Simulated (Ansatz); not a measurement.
## What tensor shear ε_xy = +1.43 % does to BeTe

Consider BeTe in the zinc blende structure (space group F-43m, No. 216; a = 5.554 Å). Axes: x, y, z lie along the cube axes.

It is then changed as follows: a pure shear with ε_xy = ε_yx = 0.0143, atoms relaxed at fixed cell.

Method: LDA/PAW in Ansatz (a program for electronic structure), scalar-relativistic without spin-orbit coupling. Settings: 10×10×10 k-points, 0.05 eV Fermi–Dirac smearing.

```tsv
quantity	base	changed	shift
volume per atom	21.42 Å³	21.41 Å³	-0.004 Å³
space group	F-43m (No. 216)	Imm2 (No. 44)	–
shortest interatomic distance	2.405 Å	2.394 Å	-0.011 Å
energy relative to the base (free energy F)	0 meV/atom	+2.9 meV/atom	+2.9 meV/atom
pressure (mean of the normal stresses, compression positive)	0.01 GPa	0.03 GPa	+0.028 GPa
band gap	1.79 eV	1.62 eV	-0.17 eV
gap character	–	indirect, Γ → X	–
valence-band top at Γ (three highest levels, from the VBM)	0.00, 0.00, 0.00 eV	0.00, -0.13, -0.25 eV	–
largest internal atomic displacement	–	0.010 Å	–
stress (xx, yy, zz, yz, xz, xy; compression positive)	–	(0.05, 0.05, -0.01, 0.00, 0.00, -1.53) GPa	–
```

Spin-orbit coupling, missing from the scalar runs, can matter with Te. The cells carry an imposed strain or load. Whether these cells are dynamically stable was not tested. Labels are those of the standard path for the cell's own space group.
